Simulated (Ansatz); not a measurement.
The starting structures come from a database of crystals and need not be the phases stable at ambient conditions.

The decay constant κ of evanescent states in the gap governs leakage through a thin film.

Here is the system:

```
CELL_PARAMETERS angstrom
      3.88849     0.00000     0.00000
      1.94425     9.56199     0.00000
      0.00000     2.04166     9.09552
ATOMIC_POSITIONS crystal
  Rb 0.50000 0.00000 0.50000
  In 0.28871 0.42258 0.66128
  In 0.71129 0.57742 0.33872
  In 0.35233 0.29534 0.08057
  In 0.64767 0.70466 0.91943
  In 0.00000 0.00000 0.00000
  S  0.16557 0.66886 0.47944
  S  0.83443 0.33114 0.52056
  S  0.07352 0.85296 0.79325
  S  0.92648 0.14704 0.20675
  S  0.41629 0.16742 0.86967
  S  0.58371 0.83258 0.13033
  S  0.23662 0.52676 0.15310
  S  0.76338 0.47324 0.84690
```

Space group of this cell: C2/m. The cell is taken as given; by PBEsol its mean pressure is -1.1 GPa.

Transport runs along the normal of the first two printed cell vectors.

The gap is the functional's own, uncorrected, and κ follows it; spin-orbit coupling is left out. Mid-gap values are interpolated between the computed energies.

Compute, with PBEsol run with Ansatz (an electronic-structure program), the band gap and the smallest decay constant κ at mid-gap.

Gap 1.29 eV on a 8×8×4 mesh; κ = 0.129 1/Å, at the zone centre.
